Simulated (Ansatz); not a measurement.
CsCl-type TiCo was calculated with r²SCAN+rVV10 in Ansatz (plane waves, PAW).

Numerical settings: plane-wave cutoff 600 eV, 22×22×22 k mesh, Fermi–Dirac smearing 0.032 eV (set by the program), no spin polarisation, scalar-relativistic PAW data made under PBE.

Computed at the level's own relaxed cell.

### Question
Give the computed elastic constant C44, elastic constant C12, Poisson ratio, elastic constant C11 and Young modulus.

### Answer

- elastic constant C44 = 62.4 GPa
- elastic constant C12 = 184 GPa
- Poisson ratio = 0.405
- elastic constant C11 = 225 GPa
- Young modulus = 112 GPa

Elastic constants are with the ions relaxed.

Static lattice: no zero-point or thermal effects.

It cost very roughly 13 core-minutes of CPU time.

Ansatz is a program for electronic structure.
